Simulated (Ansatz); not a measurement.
SiRh (Pnma, No. 62; cell taken from a computed entry) was calculated with LDA (Ansatz, a first-principles code, plane waves, PAW).

Input file:

Ansatz 0.2 input:
```yaml
crystal:
  lattice:
    - [5.5376128657, 0.0, 0.0]
    - [0.0, 3.0731172505, 0.0]
    - [0.0, 0.0, 6.3594051785]
  atoms:
    - { symbol: Si, position: [0.185428163, 0.25, 0.4431290715] }
    - { symbol: Si, position: [0.814571837, 0.75, 0.5568709285] }
    - { symbol: Si, position: [0.314571837, 0.75, 0.9431290715] }
    - { symbol: Si, position: [0.685428163, 0.25, 0.0568709285] }
    - { symbol: Rh, position: [0.003266742, 0.25, 0.798061619] }
    - { symbol: Rh, position: [0.996733258, 0.75, 0.201938381] }
    - { symbol: Rh, position: [0.496733258, 0.75, 0.298061619] }
    - { symbol: Rh, position: [0.503266742, 0.25, 0.701938381] }
basis:
  ecutwfc: 520
  ecutrho_ratio: 4
  xc_grid: 2
kpoints:
  mp_grid: { grid: [10, 18, 10] }
hamiltonian:
  xc: lda
  dispersion: none
  pseudopotentials: { azcp: { folder: ./paw }, kind: paw }
scf:
  occupations: { method: fermi_dirac, width: 0.05 }
output:
  forces: true
  stress: true
  eigenvalues: true
relax:
  f_tol: 0.004
  escape_saddle: false
  max_steps: 80
  cell: { stress_tol: 0.02, fix: [volume] }
```

From the output:

```
Relaxation: its limit of steps is 80 (relax.max_steps)
Crystal: 8 atoms, lattice volume = 108.223 Å³
Basis set: ecut = 520 eV, 2929 PW (Γ), exchange–correlation on 90×48×96 points (8 copies of the dense FFT grid, shifted against one another)
Bands: 51, of which v1, the nominal top of the filled ones, is band 42 counted from 1 (41 counted from 0)
Symmetry: 8 space group operations
Space group: Pnma (ITA 62), of the structure as read, at distance tolerance 4.8e-5 Å
k-points: 360 of 1800
Initial density: superposition of atomic densities (chi_scale 0.1, normalization cell, long waves kept (reshape's long-wave potential 0.00 eV rms))
Functional: x = slater, c = lda
SCF iter   1: F=—  HF=-27560.551080 eV  |F-HF|=—  |Δ(HF+E_count)|=         —  Δρ=1.23e-1  dr2=1.96e1
SCF iter   2: F=—  HF=-27557.087121 eV  |F-HF|=—  |Δ(HF+E_count)|=    3.46e0  Δρ=5.11e-2  dr2=3.26e0
  ...
SCF 1 converged in 8 iterations: F = -27556.448388 eV  dr2 = 4.47e-9
Crystal: 8 atoms, lattice volume = 108.223 Å³
Basis set: ecut = 520 eV, 2933 PW (Γ), exchange–correlation on 90×48×96 points (8 copies of the dense FFT grid, shifted against one another)
  ...
SCF 3 converged in 6 iterations: F = -27556.451747 eV  dr2 = 9.64e-11
Crystal: 8 atoms, lattice volume = 108.223 Å³
SCF 4 converged in 6 iterations: F = -27556.451778 eV  dr2 = 1.33e-11
Crystal: 8 atoms, lattice volume = 108.223 Å³
SCF 5 converged in 6 iterations: F = -27556.451785 eV  dr2 = 7.17e-12
Crystal: 8 atoms, lattice volume = 108.223 Å³
SCF iter   7: F=-27556.451783 eV  HF=-27556.451783 eV  |F-HF|=7.28e-12  |Δ(HF+E_count)|=  3.64e-12  Δρ=2.41e-9  dr2=9.14e-15
SCF iter   8: F=-27556.451783 eV  HF=-27556.451783 eV  |F-HF|=7.28e-12  |Δ(HF+E_count)|=    0.00e0  Δρ=4.83e-10  dr2=1.68e-16
SCF 6 converged in 8 iterations: F = -27556.451783 eV  dr2 = 1.68e-16
SCF converged after 8 iterations
Free energy (F): -27556.451783 eV
Internal energy: -27556.430573 eV  (E = F + TS)
E sigma→0 (E₀):  -27556.441178 eV
Fermi energy:    16.602882 eV
--- Stress (GPa, compression-positive) ---
       -4.080756       0.000000      -0.000000
        0.000000      -4.076382       0.000000
       -0.000000       0.000000      -4.075981
  P = ⅓ Tr σ = -4.0777 GPa (-40.777 kbar)
```

The cell is one volume of an energy–volume scan, off the minimum.

The PAW data were made under PBE.

Note: the relaxation could not lower the start's symmetry, so the cell can be a saddle point above a distorted one.

The result took about 6 core-minutes (a rough figure).
